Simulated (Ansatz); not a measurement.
## Hypothetical fluorite TeO2 under a change: Te → Se

Take TeO₂ in the fluorite structure (space group Fm-3m, No. 225; a = 5.324 Å; a hypothetical phase, not in the database extracts checked) as the base.

Now apply this change: full substitution Te → Se, then cell and atoms are relaxed.

Calculations: Kohn–Sham DFT with the PBEsol functional, run in Ansatz (an electronic-structure program) with PAW and 420 eV plane waves, scalar-relativistic without spin-orbit coupling. Settings: 11×11×11 k-points, 0.05 eV Fermi–Dirac smearing.

```yaml
volume_per_atom: 10.60 Å³ (base 12.57 Å³)
lattice_parameter_a: 5.029 Å (base 5.324 Å)
space_group: Fm-3m (No. 225) (base Fm-3m (No. 225))
shortest_interatomic_distance: 2.178 Å (base 2.305 Å)
band_gap: 0.53 eV (base 0.73 eV)
width_of_the_top_valence_band: 3.47 eV (base 3.35 eV)
electron_mass: 0.79 mₑ along k, 0.20 mₑ across (off the special points) (base 0.82 mₑ along k, 0.22 mₑ across (off the special points))
hole_mass: 0.98 mₑ along k, 0.76 mₑ across (at L) (base 0.92 mₑ along k, 1.2 mₑ across (at L))
```

Cost of the whole job for the changed cell (relaxation, final SCF and bands): very roughly 14 core-seconds.

Spin-orbit coupling, missing from the scalar runs, can matter with Te. Masses are band curvatures over ±0.01 Å⁻¹ around the edge. Along k means along the line from Γ to the band edge. Whether these cells are dynamically stable was not tested. As relaxed here, SeO2 is a hypothetical phase, not in the database extracts checked.
